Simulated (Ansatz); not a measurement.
Start from Os in the hcp (Mg type) structure (space group P6_3/mmc, No. 194; a = 2.7543 Å, c = 4.3474 Å; relaxed with 0.1 eV smearing). Axes: x lies along a and z along c of the hexagonal cell.

(Cell as relaxed with PBE.)

Levels (all Ansatz, a program for electronic structure, PAW): PBE (420 eV, spin-orbit coupling left out); r2SCAN (500 eV, scalar-relativistic without spin-orbit coupling).

Each level relaxes its own structure.

```tsv
base	PBE	r2SCAN
volume per atom	14.28 Å³	14.02 Å³
lattice parameter a	275.4 pm	273.8 pm
band gap	zero	zero
```

Modification: uniaxial stress, 2 GPa compression along z, with the cell and atoms free to relax against it.

```json
[
 {"quantity": "strain response (xx, yy, zz)", "PBE": "(+0.06, +0.06, −0.28) %", "r2SCAN": "(+0.06, +0.06, −0.26) %"},
 {"quantity": "shortest interatomic distance", "PBE": "268.9 pm", "r2SCAN": "267.2 pm"}
]
```

PBE's shortest interatomic distance lies 1.7 pm above r2SCAN's (0.6 %). Neither level is exact; r2SCAN is the comparison here, not a measurement.

Beyond what the load breaks, stability against distortions was not tested. The final runs are not spin-polarised.
